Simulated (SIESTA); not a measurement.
Band structure of WS2 (R3m, 3 atoms in the cell).

```xyz
3
Lattice="1.5924 0.9194 6.4898 -1.5924 0.9194 6.4898 0.0000 -1.8388 6.4898" Properties=species:S:1:pos:R:3 pbc="T T T"
W      0.0000     0.0000     0.0130
S      0.0000     0.0000     8.0625
S      0.0000     0.0000     4.9437
```

Method of the run: GGA PBEsol, numerical atomic orbitals DZP, PseudoDojo PBEsol standard norm-conserving potentials (rewritten from UPF to PSML) (SIESTA).

Settings: XC.functional = GGA; XC.authors = PBEsol; potentials = PseudoDojo PBEsol standard; PAO.BasisSize = DZP; PAO.EnergyShift = 0.005 Ry; MeshCutoff = 350 Ry; kgrid.MonkhorstPack = 8 8 8; OccupationFunction = FD; ElectronicTemperature = 10 K; MaxSCFIterations = 150; SCF.Mixer.Method = Pulay; SCF.Mixer.Weight = 0.2; SCF.Mixer.History = 8; SCF.DM.Tolerance = 1.0E-05.

The starting cell comes from a database of computed structures (which also holds hypothetical and non-ambient phases and stackings), without a prior relaxation at this level. Spin-orbit coupling is off. Values carry the incompleteness of an atom-centred basis.

Question: Predict the gap along the standard path and the places of the band edges.

Answer: The gap along the path is 1.24 eV, from Z to X; the smallest direct gap on it is 1.82 eV. Another conduction valley lies within 0.1 eV, so the order of the valleys is not sure.

Levels in eV from the top of the valence band on the path, bands 10 to 14:
```json
[
 {"point": "Γ", "10": "-2.21", "11": "-2.21", "12": "-1.61", "13": "-0.95", "14": "2.45"},
 {"point": "L", "10": "-4.06", "11": "-2.40", "12": "-1.72", "13": "-1.55", "14": "2.24"},
 {"point": "B1", "10": "-4.48", "11": "-3.84", "12": "-2.83", "13": "-0.59", "14": "1.27"},
 {"point": "B", "10": "-4.48", "11": "-3.84", "12": "-2.83", "13": "-0.59", "14": "1.27"},
 {"point": "Z", "10": "-3.28", "11": "-2.20", "12": "-2.20", "13": "0.00", "14": "2.49"},
 {"point": "X", "10": "-4.48", "11": "-3.80", "12": "-2.86", "13": "-0.57", "14": "1.24"},
 {"point": "Q", "10": "-4.48", "11": "-3.80", "12": "-2.86", "13": "-0.57", "14": "1.24"},
 {"point": "F", "10": "-4.02", "11": "-2.80", "12": "-1.82", "13": "-1.42", "14": "2.21"},
 {"point": "P1", "10": "-4.03", "11": "-2.72", "12": "-1.80", "13": "-1.44", "14": "2.21"},
 {"point": "P", "10": "-4.03", "11": "-2.72", "12": "-1.80", "13": "-1.44", "14": "2.21"}
]
```

Higher empty bands are left out: an atom-centred basis made for the valence describes them poorly.
